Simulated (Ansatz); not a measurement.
# 1T (CdI2-type) CaI2

These are PBEsol in Ansatz (plane waves, PAW) values and carry that method's errors.

Cell: relaxed at this level.

interlayer binding energy: 1.5 meV/Å²
layer repeat distance: 7.092 Å
gap between the layers: 3.570 Å

Note: the cell comes from a level without a dispersion term, which matters for the spacing of layers, chains or molecules; the cell has widely spaced layers and the level no dispersion term, so their spacing and the moduli can rest on weak binding.

Spin–orbit coupling is not included.

The computed numbers hold no vibrational or temperature effects.

It cost around 2.7 core-minutes (rough) of CPU time.

Ansatz is a quantum-chemistry and plane-wave program.
